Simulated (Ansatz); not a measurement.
**Pressure series in TiAl3**

Start from TiAl3 (space group I4/mmm, No. 139; a = 3.824 Å, c = 8.561 Å).

Cell and atoms are relaxed at each pressure.

All numbers come from Ansatz (a quantum-chemistry and plane-wave program), r2SCAN, PAW, cutoff 500 eV, no spin-orbit coupling.

Notes on the quantities. enthalpy: H = E + PV relative to the base's energy.

```tsv
case	enthalpy	shortest interatomic distance
base	–	270.4 pm
pressure −2 GPa	-0.20 eV/atom	272.0 pm
pressure −1 GPa	-0.10 eV/atom	271.2 pm
pressure 0.3 GPa	+0.03 eV/atom	270.2 pm
pressure 0.7 GPa	+0.07 eV/atom	269.9 pm
pressure 1.5 GPa	+0.15 eV/atom	269.3 pm
pressure 3 GPa	+0.29 eV/atom	268.2 pm
pressure 5 GPa	+0.48 eV/atom	(withheld)
pressure 7.5 GPa	+0.71 eV/atom	265.3 pm
pressure 10 GPa	+0.94 eV/atom	263.9 pm
```

Task: What belongs in the blanks?

Result: 
- pressure 5 GPa, shortest interatomic distance: 266.9 pm

Load acts through the strain it causes; cell and atoms are relaxed under it. Stability against distortions was not tested. Competing high-pressure phases were not computed. The final runs are not spin-polarised.
